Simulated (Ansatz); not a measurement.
Quartz-high SiO2 (high-temperature phase), treated with r²SCAN (plane waves, PAW; Ansatz, a program for electronic structure).

Numerical settings: plane-wave cutoff 560 eV, 12×12×6 k mesh (along the axes of the cell as run), Fermi–Dirac smearing 0.01 eV, scalar-relativistic PAW data made under PBE.

Computed at the level's own relaxed cell.

```xyz
9
Lattice="2.5298 -4.3818 0.0000 2.5298 4.3818 0.0000 0.0000 0.0000 5.5403" Properties=species:S:1:pos:R:3 pbc="T T T"
Si     2.5298     0.0000     1.8468
Si     1.2649    -2.1909     0.0000
Si     1.2649     2.1909     3.6935
O      2.5298     2.5567     4.6169
O      1.5806     0.9126     2.7701
O      3.4791     0.9126     0.9234
O      2.5298    -2.5567     4.6169
O      3.4791    -0.9126     2.7701
O      1.5806    -0.9126     0.9234
```

Task: List the 31 lowest band energies at Γ above −25 eV (eV, relative to the valence band maximum), grouping those that round alike.

Result: At Γ: -20.41, -18.96 (×2), -18.38, -18.34 (×2), -8.64 (×2), -5.81, -5.52, -5.42 (×2), -2.96, -2.91 (×2), -2.60, -1.76, -1.75 (×2), -1.01 (×2), -0.47 (×2), -0.20, 6.29, 9.74 (×2), 10.08 (×2), 11.11, 11.98.

Note: symmetry holds this phase in the static calculation, where it need not be a minimum; held by symmetry at 0 K, a high-temperature phase can be a saddle point.
